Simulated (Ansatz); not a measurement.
Registries of alpha-tellurene on alpha-tellurene; energies are over the lowest registry tried, which need not be among these:

A. parallel, no shift; facing atoms over hollows or bridges
B. antiparallel, shifted by (1/3,2/3); facing atoms over hollows or bridges
C. parallel, shifted by (1/3,2/3); facing atoms over hollows or bridges
D. parallel, shifted by (2/3,1/3); facing Te atop Te

Values marked by level come from PBE+D3(BJ) (plane waves to 420 eV, PAW; Ansatz, a quantum-chemistry and plane-wave program); r2SCAN (plane waves to 500 eV, PAW; Ansatz). Geometries and values that name no level are of the first. No spin–orbit coupling; with elements this heavy it can move edges by tenths of an eV. A dipole correction is on.

### Question
Order them by energy over the lowest registry, lowest first.

### Answer
A (0.0 meV/Å²), B (1.5 meV/Å²), C (4.1 meV/Å²), D (14.2 meV/Å²)
